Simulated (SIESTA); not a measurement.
# Worked example: self-consistent single point of BaTe₂F₁₀ (C2/c, 26 atoms in the cell) in SIESTA

Method: LDA PW92, numerical atomic orbitals DZP, PseudoDojo LDA standard norm-conserving potentials (rewritten from UPF to PSML) (SIESTA).

Input:

```
# files in the folder: Ba.psml Te.psml F.psml (PseudoDojo LDA standard)
SystemName  BaTe2F10
SystemLabel bate2f10

NumberOfAtoms                26
NumberOfSpecies              3
%block ChemicalSpeciesLabel
  1 56 Ba
  2 52 Te
  3 9 F
%endblock ChemicalSpeciesLabel
LatticeConstant              1.0 Ang
%block LatticeVectors
     8.603705000   -2.418770000    0.000000000
     8.603705000    2.418770000    0.000000000
    -3.786383000    0.000000000    9.470612000
%endblock LatticeVectors
AtomicCoordinatesFormat      Bohr
%block AtomicCoordinatesAndAtomicSpecies
    10.892225952    4.219957263   13.422647184  1
    14.469839389   -4.219957263    4.474215728  1
    17.405551859   -0.499864094   10.128371628  2
     7.956513483    0.499864094    7.768491284  2
     4.378900046   -0.499864094   16.716922741  2
    20.983165295    0.499864094    1.179940172  2
    17.496471035   -2.330017563   13.308823136  3
     7.865594306    2.330017563    4.588039776  3
     4.287980870   -2.330017563   13.536471233  3
    21.074084471    2.330017563    4.360391680  3
    15.092670737    1.904200637   11.735330949  3
    10.269394604   -1.904200637    6.161531964  3
     6.691781168    1.904200637   15.109963420  3
    18.670284173   -1.904200637    2.786899493  3
    12.381502343   -0.547217715   15.664229264  3
    12.980562998    0.547217715    2.232633648  3
     9.402949561   -0.547217715   11.181065105  3
    15.959115780    0.547217715    6.715797808  3
    -1.431584602   -0.897067732   17.235752797  3
    26.793649944    0.897067732    0.661110116  3
    23.216036507   -0.897067732    9.609541572  3
     2.146028834    0.897067732    8.287321340  3
    17.862738702    2.349946307    0.962135350  3
     7.499326639   -2.349946307   16.934727562  3
    11.076940075    2.349946307    7.986296106  3
    14.285125266   -2.349946307    9.910566806  3
%endblock AtomicCoordinatesAndAtomicSpecies

XC.functional                LDA
XC.authors                   PW92
PAO.BasisSize                DZP
PAO.EnergyShift              0.005 Ry
MeshCutoff                   300 Ry
%block kgrid.MonkhorstPack
    4   0   0  0.0
    0   4   0  0.0
    0   0   2  0.0
%endblock kgrid.MonkhorstPack
OccupationFunction           FD
ElectronicTemperature        50.0 meV

MaxSCFIterations             150
SCF.Mixer.Method             Pulay
SCF.Mixer.Weight             0.25
SCF.Mixer.History            8
SCF.DM.Tolerance             1.0E-05
Diag.ParallelOverK           true
WriteForces                  true
Charge.Mulliken              end
```

The program printed (abridged):

```
reinit: Reading from file input.fdf

reinit: System Name: BaTe2F10
reinit: System Label: bate2f10

coor:   Atomic-coordinates input format  =     Cartesian coordinates
coor:                                            (in Bohr units)

siesta: Atomic coordinates (Bohr) and species
siesta:     10.89223   4.21996  13.42265  1        1
siesta:     14.46984  -4.21996   4.47422  1        2
siesta:     17.40555  -0.49986  10.12837  2        3
siesta:      7.95651   0.49986   7.76849  2        4
siesta:      4.37890  -0.49986  16.71692  2        5
siesta:     20.98317   0.49986   1.17994  2        6
   [... 15 lines left out ...]
siesta:      2.14603   0.89707   8.28732  3       22
siesta:     17.86274   2.34995   0.96214  3       23
siesta:      7.49933  -2.34995  16.93473  3       24
siesta:     11.07694   2.34995   7.98630  3       25
siesta:     14.28513  -2.34995   9.91057  3       26

siesta: System type = bulk

initatomlists: Number of atoms, orbitals, and projectors:     26   350   428

siesta: ******************** Simulation parameters ****************************
redata: Spin configuration                          = none
redata: Time-Reversal Symmetry                      = T
redata: Number of Atomic Species                    =        3
redata: Mesh Cutoff                                 =   300.0000 Ry
redata: Net charge of the system                    =     0.0000 |e|
redata: Min. number of SCF Iter                     =        0
redata: Max. number of SCF Iter                     =      150
redata: SCF convergence failure will abort job
redata: SCF mix quantity                            = Hamiltonian
redata: Mix DM or H after convergence               =   F
redata: Recompute H after scf cycle                 =   F
redata: Mix DM in first SCF step                    =   T
redata: No kicks to SCF
redata: DM Mixing Weight for Kicks                  =     0.5000
   [... lines left out ...]
diag: Parallel distribution                         =     1 x     1
diag: Used triangular part                          = Lower
diag: Absolute tolerance                            =  0.100E-15
diag: Orthogonalization factor                      =  0.100E-05
diag: Memory factor                                 =  1.0000

superc: Internal auxiliary supercell:     7 x     7 x     3  =     147
superc: Number of atoms, orbitals, and projectors:   3822  51450  62916

                        Single-point calculation

superc: Internal auxiliary supercell:     7 x     7 x     3  =     147
superc: Number of atoms, orbitals, and projectors:   3822  51450  62916

outcell: Unit cell vectors (Ang):
        8.603705   -2.418770    0.000000
        8.603705    2.418770    0.000000
       -3.786383    0.000000    9.470612

outcell: Cell vector modules (Ang)   :    8.937236    8.937236   10.199470
outcell: Cell angles (23,13,12) (deg):    110.9393    110.9393     31.4047
outcell: Cell volume (Ang**3)        :    394.1741
new_DM -- step:     1
Initializing Density Matrix...

Attempting to read DM from file... Failed...
DM filled with atomic data:

InitMesh: MESH = 90 x 90 x 160 = 1296000
InitMesh: Mesh cutoff (required, used) =   300.000   350.764 Ry

stepf: Fermi-Dirac step function
        iscf     Eharris(eV)        E_KS(eV)     FreeEng(eV)     dDmax    Ef(eV) dHmax(eV)
   scf:    1   -26205.908719   -26267.627377   -26267.627377  1.774487 -3.021021 10.414929
   scf:    2   -26295.695116   -26283.983466   -26283.983466  0.151104 -5.256253  5.159622
   scf:    3   -26288.357663   -26287.061214   -26287.061214  0.085627 -4.610352  1.157916
   scf:    4   -26287.313946   -26287.236506   -26287.236506  0.056866 -5.085560  0.458383
   scf:    5   -26287.249327   -26287.259358   -26287.259358  0.009555 -5.292567  0.193768
   scf:    6   -26287.263691   -26287.261763   -26287.261763  0.005102 -5.357292  0.175888
   scf:    7   -26287.273279   -26287.269281   -26287.269281  0.003430 -5.319614  0.031762
   scf:    8   -26287.269452   -26287.269465   -26287.269465  0.000671 -5.303352  0.008942
   scf:    9   -26287.269495   -26287.269482   -26287.269482  0.000170 -5.303992  0.004090
   scf:   10   -26287.269487   -26287.269486   -26287.269486  0.000063 -5.304806  0.000686
   scf:   11   -26287.269486   -26287.269486   -26287.269486  0.000018 -5.305041  0.000067
   scf:   12   -26287.269486   -26287.269486   -26287.269486  0.000004 -5.305014  0.000039
SCF Convergence by DM+H criterion
max |DM_out - DM_in|         :     0.0000042504
max |H_out - H_in|      (eV) :     0.0000393226
SCF cycle converged after 12 iterations

Using DM_out to compute the final energy and forces

siesta: E_KS(eV) =           -26287.2695

siesta: E_KS - E_eggbox =    -26287.2695

siesta: Atomic forces (eV/Ang):
     1    0.000000   -0.080136   -0.000000
     2   -0.000000    0.080136   -0.000000
     3    1.891534    1.085868   -0.314108
   [... 23 lines left out ...]
   Tot    0.000000    0.000000   -0.000000
   Max    1.891534
   Res    0.762618    sqrt( Sum f_i^2 / 3N )
   Max    1.891534    constrained

Stress tensor Voigt[x,y,z,yz,xz,xy] (kbar):       -7.23      -15.56      -18.94       -0.00        5.79        0.00
(Free)E + p*V (eV/cell)   -26283.8471
Target enthalpy (eV/cell)   -26287.2695

siesta: Program's energy decomposition (eV):
siesta: Ebs     =     -4739.719567
siesta: Eions   =     36804.947647
siesta: Ena     =      5448.741057
siesta: Ekin    =     15401.192151
siesta: Enl     =     -4444.919345
siesta: Eso     =         0.000000
siesta: Edftu   =         0.000000
siesta: DEna    =        35.381628
siesta: DUscf   =        11.225546
siesta: DUext   =         0.000000
siesta: Ex      =     -5410.646202
siesta: Ec      =      -523.296674
siesta: Exc     =     -5933.942875
siesta: Eharris =    -26287.269486
siesta: Etot    =    -26287.269486
siesta: FreeEng =    -26287.269486

siesta: Atomic forces (eV/Ang):
siesta:      1    0.000000   -0.080136   -0.000000
siesta:      2   -0.000000    0.080136   -0.000000
siesta:      3    1.891534    1.085868   -0.314108
siesta:      4   -1.891534   -1.085868    0.314108
siesta:      5   -1.891534    1.085868    0.314108
siesta:      6    1.891534   -1.085868   -0.314108
   [... 16 lines left out ...]
siesta:     23   -1.241037    0.771710   -0.135257
siesta:     24    1.241037   -0.771710    0.135257
siesta:     25    1.241037    0.771710    0.135257
siesta:     26   -1.241037   -0.771710   -0.135257
siesta: ----------------------------------------
siesta:    Tot    0.000000    0.000000   -0.000000

   [... lines left out ...]
siesta: Cell volume =        394.174136 Ang**3
siesta:          13.91084064          5.87390990  kBar
   [... lines left out ...]
   4 14.677   1.852   0.071   0.375   0.351   0.450   0.298   0.283   0.307
              1.998   1.997   1.997   1.998   1.999   0.120   0.141   0.148

              0.147   0.144
   5 14.677   1.852   0.071   0.375   0.351   0.450   0.298   0.283   0.307
              1.998   1.997   1.997   1.998   1.999   0.120   0.141   0.148

              0.147   0.144
   6 14.677   1.852   0.071   0.375   0.351   0.450   0.298   0.283   0.307
              1.998   1.997   1.997   1.998   1.999   0.120   0.141   0.148

              0.147   0.144

Species: F
Atom  Qatom  Qorb
               2s      2s      2py     2pz     2px     2py     2pz     2px
               3Pdxy   3Pdyz   3Pdz2   3Pdxz   3Pdx2-y2
   7  7.340   1.908  -0.005   1.946   1.840   1.994  -0.115  -0.131  -0.115
              0.002   0.006   0.005   0.003   0.002
   8  7.340   1.908  -0.005   1.946   1.840   1.994  -0.115  -0.131  -0.115
   [... 37 lines left out ...]

mulliken: Qtot =      224.000

Mulliken Atomic Populations:
Atom #   charge [q] valence [e]  Species
     1     1.325229    8.674771  Ba
     2     1.325229    8.674771  Ba
     3     1.322849   14.677151  Te
     4     1.322849   14.677151  Te
     5     1.322849   14.677151  Te
     6     1.322849   14.677151  Te
     7    -0.339945    7.339945  F
     8    -0.339945    7.339945  F
     9    -0.339945    7.339945  F
   [... 17 lines left out ...]
 Total    -0.000000
```

The run converged in 12 iterations.

The starting cell comes from a database of computed structures (which also holds hypothetical and non-ambient phases and stackings), without a prior relaxation at this level. Values carry the incompleteness of an atom-centred basis. Forces in this geometry exceed 1 eV/Å.

Cost on one core of a shared machine: roughly 4 min.
